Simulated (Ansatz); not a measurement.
Several settings converged on CrB₄ (Imm2, 5 atoms in the cell)

```
CELL_PARAMETERS angstrom
     -1.42058     2.35917     2.72173
      1.42058    -2.35917     2.72173
      1.42058     2.35917    -2.72173
ATOMIC_POSITIONS crystal
  Cr 0.00919 0.00919 0.00000
  B  0.53800 0.34213 0.19587
  B  0.46200 0.65787 0.80413
  B  0.14626 0.34213 0.80413
  B  0.85374 0.65787 0.19587
```

Base method: PBEsol, default PAW files made with PBE (plane waves; Ansatz, a program for electronic structure).

Base settings: basis.ecutwfc = 420 eV; kpoints.mp_grid.grid = 10 10 10; hamiltonian.xc = pbesol; hamiltonian.pseudopotentials = {kind: paw} (the program's default PAW files); scf.occupations.method = gaussian; scf.occupations.width = 0.1 eV.

The count of work is k-points × plane waves × bands × iterations; it is no time. 

**The cutoff for other potential files**

Level: DFT, PBEsol, plane waves, harder PAW files (source: ansatz) made with PBE.

In this ladder: hamiltonian.pseudopotentials = {kind: paw, source: ansatz}.

The second cell is the first with its lattice scaled by 0.98.

The mesh stays at the base's, so the ladder's end is converged at best in this setting alone.

The first pressure column holds Ansatz's estimate of the finite-basis (Pulay) stress, which hides part of the cutoff error; the other is without it.

Only quantities that move along the ladder and can be compared are tabulated.

```csv
basis.ecutwfc,free energy less the last step's (meV/atom),energy of the compressed cell less the first (meV/atom),pressure (GPa),pressure without the Pulay estimate (GPa),largest difference of a force vector from the last step's (eV/Å),count of work / last
420 eV,936.32,9.37,-4.67,-96.32,0.081,0.12
510 eV,201.88,28.85,1.00,-26.04,0.059,0.14
650 eV,15.47,26.11,0.06,-2.66,0.007,0.20
790 eV,1.22,26.10,0.10,-0.13,0.000,0.27
930 eV,0.30,26.08,0.09,0.07,0.000,0.35
1115 eV,0.18,26.06,0.09,0.08,0.000,0.46
1395 eV,0.08,26.05,0.08,0.08,0.000,0.65
1860 eV,0.00,26.05,0.08,0.08,0.000,1.0
```

Coarsest basis.ecutwfc that holds the energy of the compressed cell less the first within 2 meV/atom of the last step, with all finer ones: 650 eV, at 0.20 of the last step's count of work; the step before is off by 2.8 meV/atom.

Coarsest basis.ecutwfc that holds the pressure within 0.5 GPa of the last step, with all finer ones: 650 eV, at 0.20 of the last step's count of work; the step before is off by 0.91 GPa.

Coarsest basis.ecutwfc that holds the pressure without the Pulay estimate within 0.1 GPa of the last step, with all finer ones: 930 eV, at 0.35 of the last step's count of work; the step before is off by 0.21 GPa.

The energy difference between the two cells stays within 1 meV/atom of the last step's from 650 eV on, the total only from 930 eV on: much of the error is common to both cells and cancels.

At the lowest cutoff the pressure without the Pulay estimate lies 96.4 GPa under the last step's, the usual sign of Pulay stress in an incomplete plane-wave basis.

**The relaxed cell against the cutoff**

On CrB4 (Immm, 5 atoms in the cell): atoms on their sites.

In this ladder: relax = cell and atoms.

The mesh stays at the base's, so the ladder's end is converged at best in this setting alone.

Only quantities that move along the ladder and can be compared are tabulated.

```tsv
basis.ecutwfc	relaxed volume (Å³/atom)	relaxation steps
210 eV	7.069	31
250 eV	7.225	16
295 eV	7.265	11
355 eV	7.286	7
420 eV	7.277	5
505 eV	7.275	5
630 eV	7.275	5
840 eV	7.275	5
```

Coarsest basis.ecutwfc that holds the relaxed volume within 0.036 Å³/atom of the last step, with all finer ones: 295 eV; the step before is off by 0.050 Å³/atom.

At the lowest cutoff the cell relaxes to a volume 2.8 % smaller than at the highest. Ansatz relaxes on a stress corrected for the finite basis.

On the base run: the starting cell comes from a database of computed structures (which also holds hypothetical and non-ambient phases and stackings), without a prior relaxation at this level. Its lattice was rescaled by up to half a per cent. One atom was moved a little off its site on purpose. Spin polarisation is off. In the base run, forces exceed 1 eV/Å.

Keys are those of Ansatz 0.2.
